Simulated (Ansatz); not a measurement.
**BN: point defects**

Base system: a 16-atom supercell of BN in the wurtzite structure (space group P6_3mc, No. 186; a = 2.5440 Å, c = 4.2077 Å) at its relaxed geometry.

One neutral defect a cell, atoms relaxed at fixed cell.

Calculations: DFT with r2SCAN, PAW potentials and a 500 eV plane-wave cutoff in Ansatz (a first-principles code), without spin-orbit coupling.

```tsv
variant	pressure	largest displacement of a host atom from its site in the perfect cell
perfect supercell	0.0 GPa	–
N vacancy	…	…
Bi on a N site, symmetric start	94.6 GPa	0.57 Å
H interstitial (started 1.63 Å from the nearest host atom), symmetric start	10.7 GPa	0.03 Å
```

Q: What belongs in the blanks?

A: 
- N vacancy, pressure: -0.7 GPa
- N vacancy, largest displacement of a host atom from its site in the perfect cell: 0.11 Å

Other magnetic orders, which the real material may have, were not ruled out. In so small a cell the defect repeats every few ångströms: this is an ordered compound, not a dilute defect. A case with no gap was solved on a k-mesh chosen for an insulator, which is coarse for it. Defects with a symmetric start kept the site's symmetry and may sit on a saddle; the others started slightly shaken. Starting moments died away, wholly or in part, for Bi on a N site; another magnetic solution may exist.
